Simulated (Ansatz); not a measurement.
Cr3PdN (Pm-3m, No. 221, 5 atoms in the cell; start mp-10373), treated with LDA (plane waves, PAW; Ansatz, a program for electronic structure).

Numerical settings: plane-wave cutoff 520 eV, 14×14×14 k mesh, Fermi–Dirac smearing 0.05 eV, no spin polarisation, scalar-relativistic PAW data made under PBE.

Cell (relaxed at this level):

Space group Pm-3m (No. 221); a = b = c = 3.756 Å, α = β = γ = 90.00°

```
atom  site  symmetry       x       y       z
----  ----  --------  ------  ------  ------
Cr      3c    4/mm.m  0.0000  0.5000  0.5000
Pd      1a      m-3m  0.0000  0.0000  0.0000
N       1b      m-3m  0.5000  0.5000  0.5000
```

### Question
Predict the bulk modulus.

### Answer

- bulk modulus = 305 GPa

Note: the run has no spin polarisation, so it can have missed a magnetic state; the bulk modulus is −V dP/dV from two relaxed cells at ±2 % in volume; the relaxation could not lower the start's symmetry, so the cell can be a saddle point above a distorted one.

Computed values are for the static lattice.

Cost on a shared machine: about 100 core-seconds (a rough figure).

A start named mp-… is a Materials Project structure, which need not be a measured phase.
